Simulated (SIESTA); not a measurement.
## Worked example: self-consistent single point of GaNi (Pm-3m, 2 atoms in the cell) in SIESTA

Level of theory: GGA PBEsol, numerical atomic orbitals DZP, PseudoDojo PBEsol standard norm-conserving potentials (rewritten from UPF to PSML) (SIESTA).

This input was run:

```
# files in the folder: Ni.psml Ga.psml (PseudoDojo PBEsol standard)
SystemName  GaNi
SystemLabel gani

NumberOfAtoms                2
NumberOfSpecies              2
%block ChemicalSpeciesLabel
  1 28 Ni
  2 31 Ga
%endblock ChemicalSpeciesLabel
LatticeConstant              1.0 Bohr
%block LatticeVectors
     5.453749596    0.000000000    0.000000000
     0.000000000    5.453749596    0.000000000
     0.000000000    0.000000000    5.453749596
%endblock LatticeVectors
AtomicCoordinatesFormat      Ang
%block AtomicCoordinatesAndAtomicSpecies
     1.443000000    1.443000000    1.443000000  1
     0.000000000    0.000000000    0.000000000  2
%endblock AtomicCoordinatesAndAtomicSpecies

XC.functional                GGA
XC.authors                   PBEsol
PAO.BasisSize                DZP
PAO.EnergyShift              0.005 Ry
MeshCutoff                   300 Ry
%block kgrid.MonkhorstPack
    9   0   0  0.0
    0   9   0  0.0
    0   0   9  0.0
%endblock kgrid.MonkhorstPack
OccupationFunction           MP
OccupationMPOrder            1
ElectronicTemperature        1578.21 K
Spin                         polarized
%block DM.InitSpin
  1 +2.00
  2 +0.00
%endblock DM.InitSpin

MaxSCFIterations             150
SCF.Mixer.Method             Pulay
SCF.Mixer.Weight             0.1
SCF.Mixer.History            6
SCF.DM.Tolerance             1.0E-05
Diag.ParallelOverK           true
WriteForces                  true
Charge.Mulliken              end
```

Output (repeated stretches shortened):

```
reinit: Reading from file input.fdf

reinit: System Name: GaNi
reinit: System Label: gani

NOTE on units for spin output:
{S} is the spin magnetic moment, in units of the Bohr magneton,
assuming a g-factor for the electron spin of exactly 2.
The spin magnetic moment is then numerically equal to the charge inbalance,
in units of electrons, between the spin-up and -down channels.

coor:   Atomic-coordinates input format  =     Cartesian coordinates
coor:                                          (in Angstroms)

siesta: Atomic coordinates (Bohr) and species
siesta:      2.72687   2.72687   2.72687  1        1
siesta:      0.00000   0.00000   0.00000  2        2

siesta: System type = bulk

initatomlists: Number of atoms, orbitals, and projectors:      2    37    36

siesta: ******************** Simulation parameters ****************************
redata: Spin configuration                          = collinear
redata: Time-Reversal Symmetry                      = T
redata: Number of Atomic Species                    =        2
redata: Mesh Cutoff                                 =   300.0000 Ry
redata: Net charge of the system                    =     0.0000 |e|
redata: Min. number of SCF Iter                     =        0
redata: Max. number of SCF Iter                     =      150
redata: SCF convergence failure will abort job
redata: SCF mix quantity                            = Hamiltonian
redata: Mix DM or H after convergence               =   F
redata: Recompute H after scf cycle                 =   F
redata: Mix DM in first SCF step                    =   T
redata: No kicks to SCF
redata: DM Mixing Weight for Kicks                  =     0.5000
redata: Require Harris convergence for SCF          =   F
redata: Harris energy tolerance for SCF             =     0.000100 eV
redata: Require DM convergence for SCF              =   T
redata: DM tolerance for SCF                        =     0.000010
   [... lines left out ...]
diag: Used triangular part                          = Lower
diag: Absolute tolerance                            =  0.100E-15
diag: Orthogonalization factor                      =  0.100E-05
diag: Memory factor                                 =  1.0000

superc: Internal auxiliary supercell:     7 x     7 x     7  =     343
superc: Number of atoms, orbitals, and projectors:    686  12691  12348

                        Single-point calculation

superc: Internal auxiliary supercell:     7 x     7 x     7  =     343
superc: Number of atoms, orbitals, and projectors:    686  12691  12348

outcell: Unit cell vectors (Ang):
        2.886000    0.000000    0.000000
        0.000000    2.886000    0.000000
        0.000000    0.000000    2.886000

outcell: Cell vector modules (Ang)   :    2.886000    2.886000    2.886000
outcell: Cell angles (23,13,12) (deg):     90.0000     90.0000     90.0000
outcell: Cell volume (Ang**3)        :     24.0375
new_DM -- step:     1
Initializing Density Matrix...

Attempting to read DM from file... Failed...
DM filled with atomic data (user-defined):

InitMesh: MESH = 32 x 32 x 32 = 32768
InitMesh: Mesh cutoff (required, used) =   300.000   339.789 Ry

stepf: Methfessel-Paxton step function
       Using Hermite-Gauss polynomials of order  1
        iscf     Eharris(eV)        E_KS(eV)     FreeEng(eV)     dDmax    Ef(eV) dHmax(eV)
   scf:    1    -6620.765948    -6635.670763    -6635.674125  1.367716 -3.129761 13.196036
     spin moment: {S} , |S| = {        0.0        0.0    0.74042 }     0.74042
   scf:    2    -6640.339892    -6638.548293    -6638.549307  0.280450 -3.902972  5.545532
     spin moment: {S} , |S| = {        0.0        0.0    0.51584 }     0.51584
   scf:    3    -6639.277643    -6639.042784    -6639.041305  0.189114 -4.403801  2.370126
     spin moment: {S} , |S| = {        0.0        0.0    0.44969 }     0.44969
   scf:    4    -6639.027182    -6639.108654    -6639.107116  0.338932 -4.868779  2.428840
     spin moment: {S} , |S| = {        0.0        0.0    0.33278 }     0.33278
   scf:    5    -6638.941935    -6639.029569    -6639.028160  0.008175 -4.917979  3.131003
     spin moment: {S} , |S| = {        0.0        0.0    0.33148 }     0.33148
   scf:    6    -6639.255058    -6639.237294    -6639.239845  0.090580 -4.694755  0.584552
   [... lines left out ...]
   scf:   12    -6639.253371    -6639.253373    -6639.253140  0.000577 -4.767968  0.008325
     spin moment: {S} , |S| = {        0.0        0.0    0.00601 }     0.00601
   scf:   13    -6639.253412    -6639.253376    -6639.253143  0.001289 -4.769380  0.011721
     spin moment: {S} , |S| = {        0.0        0.0   -0.00555 }    -0.00555
   scf:   14    -6639.253389    -6639.253380    -6639.253152  0.000463 -4.768907  0.004982
     spin moment: {S} , |S| = {        0.0        0.0   -0.00185 }    -0.00185
   scf:   15    -6639.253382    -6639.253381    -6639.253153  0.000489 -4.768093  0.004598
     spin moment: {S} , |S| = {        0.0        0.0    0.00028 }     0.00028
   scf:   16    -6639.253383    -6639.253383    -6639.253154  0.000089 -4.768483  0.000379
     spin moment: {S} , |S| = {        0.0        0.0   -0.00000 }    -0.00000
   scf:   17    -6639.253383    -6639.253383    -6639.253154  0.000007 -4.768520  0.000218
     spin moment: {S} , |S| = {        0.0        0.0    0.00000 }     0.00000
SCF Convergence by DM+H criterion
max |DM_out - DM_in|         :     0.0000065116
max |H_out - H_in|      (eV) :     0.0002184479
SCF cycle converged after 17 iterations

Using DM_out to compute the final energy and forces

siesta: E_KS(eV) =            -6639.2534

siesta: E_KS - E_eggbox =     -6639.2534

siesta: Atomic forces (eV/Ang):
     1   -0.000000   -0.000000   -0.000000
     2   -0.000000   -0.000000   -0.000000
   Tot   -0.000000   -0.000000   -0.000000
   Max    0.000000
   Res    0.000000    sqrt( Sum f_i^2 / 3N )
   Max    0.000000    constrained

Stress tensor Voigt[x,y,z,yz,xz,xy] (kbar):       15.02       15.02       15.02        0.00        0.00        0.00
(Free)E + p*V (eV/cell)    -6639.4785
Target enthalpy (eV/cell)    -6639.2532

siesta: Program's energy decomposition (eV):
siesta: Ebs     =      -929.722528
siesta: Eions   =      8042.838594
siesta: Ena     =       421.161212
siesta: Ekin    =      3861.077198
siesta: Enl     =     -1760.898854
siesta: Eso     =         0.000000
siesta: Edftu   =         0.000000
siesta: DEna    =        25.618769
siesta: DUscf   =         0.545569
siesta: DUext   =         0.000000
siesta: Ex      =     -1078.366586
siesta: Ec      =       -65.552097
siesta: Exc     =     -1143.918682
siesta: Eharris =     -6639.253383
siesta: Etot    =     -6639.253383
siesta: FreeEng =     -6639.253154

siesta: Stress tensor (static) (eV/Ang**3):
siesta:     0.009374    0.000000    0.000000
siesta:     0.000000    0.009374    0.000000
siesta:     0.000000    0.000000    0.009374

siesta: Cell volume =         24.037482 Ang**3

siesta: Pressure (static):
siesta:                Solid            Molecule  Units
siesta:          -0.00010209         -0.00010209  Ry/Bohr**3
siesta:          -0.00937386         -0.00937385  eV/Ang**3
siesta:         -15.01857532        -15.01856995  kBar

mulliken: Atomic and Orbital Populations:

mulliken: Spin UP

Species: Ni
Atom  Qatom  Qorb
               3s      4s      4s      3py     3pz     3px     4py     4pz
               4px     3dxy    3dyz    3dz2    3dxz    3dx2-y2 3dxy    3dyz
               3dz2    3dxz    3dx2-y2
   [... lines left out ...]
               3dxy    3dyz    3dz2    3dxz    3dx2-y2 4dxy    4dyz    4dz2
               4dxz    4dx2-y2
   2  6.885   0.860  -0.099   0.100   0.100   0.100   0.234   0.234   0.234
              0.996   0.996   1.002   0.996   1.002   0.069   0.069  -0.037

              0.069  -0.037

mulliken: Qtot =       15.500

mulliken: Spin DOWN

Species: Ni
Atom  Qatom  Qorb
               3s      4s      4s      3py     3pz     3px     4py     4pz
               4px     3dxy    3dyz    3dz2    3dxz    3dx2-y2 3dxy    3dyz
               3dz2    3dxz    3dx2-y2
   1  8.615   0.947  -0.141   0.065   1.002   1.002   1.002   0.136   0.136
              0.136   0.938   0.938   0.983   0.938   0.983  -0.083  -0.083

             -0.100  -0.083  -0.100

Species: Ga
Atom  Qatom  Qorb
               4s      4s      4py     4pz     4px     4py     4pz     4px
               3dxy    3dyz    3dz2    3dxz    3dx2-y2 4dxy    4dyz    4dz2
               4dxz    4dx2-y2
   2  6.885   0.860  -0.099   0.100   0.100   0.100   0.234   0.234   0.234
              0.996   0.996   1.002   0.996   1.002   0.069   0.069  -0.037

              0.069  -0.037

mulliken: Qtot =       15.500

Mulliken Atomic Populations:
Atom #   charge [q] valence [e]      Sz [e]  Species
     1     0.770118   17.229882   -0.000024  Ni
     2    -0.770118   13.770118    0.000027  Ga
 Total     0.000000                0.000003
```

The run converged in 17 iterations.

The starting cell comes from a database of published, mostly measured structures (it also holds non-ambient and calculated ones), without a prior relaxation at this level. The starting moments vanished: the run ended non-magnetic, which need not be the lowest state. Values carry the incompleteness of an atom-centred basis.

Cost on one core of a shared machine: roughly 3 min.
